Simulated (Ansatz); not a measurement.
# Response to strain in CrCuO2

Take CrCuO2 (space group R-3m, No. 166; a = 2.964 Å, c = 16.920 Å (hexagonal axes); ferromagnetic) as the base. Axes: x lies along a and z along c of the hexagonal cell.

Strains are applied to the cell and any free atomic positions relax; under biaxial strain the out-of-plane vector relaxes too; under stress the whole cell relaxes.

Level of theory: Ansatz (a first-principles code), PBEsol, PAW, cutoff 420 eV, no SOC.

Notes on the quantities. pressure: mean of the normal stresses, compression positive.

| case | band gap | smallest direct gap | pressure | volume per atom |
|---|---|---|---|---|
| base | 0.92 eV | 1.16 eV | -0.01 GPa | 10.73 Å³ |
| biaxial strain −0.26 %, plane normal [001], relaxed out of plane | 0.90 eV | 1.15 eV | 0.44 GPa | 10.69 Å³ |
| biaxial strain +3.22 %, plane normal [001], relaxed out of plane | 0.99 eV | … | -4.90 GPa | 11.21 Å³ |
| isotropic strain −2.53 % | 0.61 eV | 0.95 eV | 17.4 GPa | 9.93 Å³ |
| isotropic strain −1.40 % | 0.75 eV | 1.10 eV | 8.9 GPa | 10.28 Å³ |
| isotropic strain −0.90 % | 0.81 eV | 1.16 eV | 5.5 GPa | 10.44 Å³ |
| isotropic strain +1.64 % | 0.92 eV | 1.10 eV | -8.3 GPa | 11.26 Å³ |
| uniaxial strain ε_xx = +0.27 % | … | 1.16 eV | … | 10.76 Å³ |
| uniaxial stress, 5 GPa tension along x | 0.96 eV | 1.19 eV | – | 10.88 Å³ |
| uniaxial stress, 3 GPa compression along x | 0.83 eV | 1.13 eV | – | 10.64 Å³ |

What belongs in the blanks?


- biaxial strain +3.22 %, plane normal [001], relaxed out of plane, smallest direct gap: 1.29 eV
- uniaxial strain ε_xx = +0.27 %, band gap: 0.94 eV
- uniaxial strain ε_xx = +0.27 %, pressure: -0.4 GPa

Beyond what the load breaks, stability against distortions was not tested. No Hubbard U is applied and the magnetic state is the run's own (CrCuO2 ferromagnetic); small cells can't hold the antiferromagnetic order that many such compounds have, so gaps and moments can be off. A gap here joins edges of opposite spin (a spin-flip gap).
